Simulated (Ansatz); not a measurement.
Consider Ir in the fcc (Cu type) structure (space group Fm-3m, No. 225; relaxed with 0.1 eV smearing).

```yaml
crystal:
  lattice:
    - [0.00000, 1.92282, 1.92282]
    - [1.92282, 0.00000, 1.92282]
    - [1.92282, 1.92282, 0.00000]
  atoms:
    - { symbol: Ir, position: [0.00000, 0.00000, 0.00000] }
```

Cartesian axes are those of the cell as printed.

All numbers come from r2SCAN, PAW, 500 eV (Ansatz, a quantum-chemistry and plane-wave program; spin-orbit coupling left out), earlier PAW set.

Before the change:

The pressure is 0.0 GPa.

Now apply this change: tensile biaxial strain of 0.65 % in the plane normal to [111], as in epitaxy on a mismatched substrate; the out-of-plane cell vector and the atoms relax.

Estimate the effect on the energy relative to the base, pressure and out-of-plane strain.

The energy rises by 3.1 meV/atom; the pressure (mean of the normal stresses, compression positive) goes from zero to -3.5 GPa; the out-of-plane strain amounts to -0.33 %.

Whether these cells are dynamically stable was not tested. All final runs are without spin polarisation.
